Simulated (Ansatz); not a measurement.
Functionals compared on H2O on the 1x1 (111) surface of fcc Ni, ferromagnetic, one in a 2x2 cell, started at the site 'bridge Ni-Ni (span 2.5 Å)', in Ansatz (plane waves, PAW). The structure was relaxed with PBE; the other rows are single points on it, each with its references at the same level. Cutoff 420 eV.

Model: 19-atom slab, 6.0 Å thick at the start under the adsorbate (thin: gaps and levels are the slab's own), 7x7x1 mesh, Fermi-Dirac 0.1 eV, dipole correction, 8 atoms held, the rest relaxed; no symmetry held; spin-polarised, no spin-orbit, no U, no dispersion correction. At the end it is bonded to Ni. In PBE it is, or lies within 0.03 eV of, the lowest of the starts that converged. These notes are the PBE run's. Adsorption energies are against H2O(g). A negative adsorption energy means that the adsorbate is more stable on the surface than in its reference.

| functional | adsorption energy (eV) | work function of the top face (eV) | change of the work function (eV) | magnetic moment of the cell (μB) | rough cost of the single point |
|---|---|---|---|---|---|
| PBE | -0.22 | 4.06 | -1.02 | 10.50 | – |
| RPBE | ? | ? | ? | 10.61 | roughly 15 core-minutes |

What belongs in the gaps?


- RPBE, adsorption energy (eV): -0.01
- RPBE, work function of the top face (eV): 3.92
- RPBE, change of the work function (eV): -0.98

Ansatz is an electronic-structure program.
